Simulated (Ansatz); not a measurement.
## GaAs: isotropic strain +1.50 %

Take GaAs in the zinc blende structure (space group F-43m, No. 216; a = 5.659 Å) as the base.

The change: the cell is scaled by 1.0150 in all directions, atoms relaxed at fixed cell.

Level of theory: PBEsol (Ansatz, a first-principles code), no SOC. Settings: 10×10×10 k-points, 0.05 eV Fermi–Dirac smearing.

- Volume per atom: 23.69 Å³ (base 22.65 Å³)
- Space group: F-43m (No. 216) (base F-43m (No. 216))
- Shortest interatomic distance: 2.487 Å (base 2.450 Å)
- Energy relative to the base (free energy F): +9.3 meV/atom
- Pressure: -27.6 kbar (base 0.0 kbar)
- Band gap: 0.10 eV (base 0.42 eV)
- Gap character: direct at Γ (base direct at Γ)
- Mean gap deformation potential ΔEg/Δln V: -7.3 eV
- Width of the top valence band: 3.16 eV (base 3.36 eV)
- Valley order (the lowest conduction-band minima on the path, energy above the VBM, named in the base's zone): Γ 0.10 eV; L along ⟨111⟩ 0.80 eV; a point along ⟨100⟩, about 1.0 Å⁻¹ from Γ 1.39 eV (base Γ 0.42 eV; L along ⟨111⟩ 0.92 eV; a point along ⟨100⟩, about 1.0 Å⁻¹ from Γ 1.32 eV)

Whether these cells are dynamically stable was not tested. The zero or small gap of GaAs under isotropic strain +1.50 % can change with the level of theory.
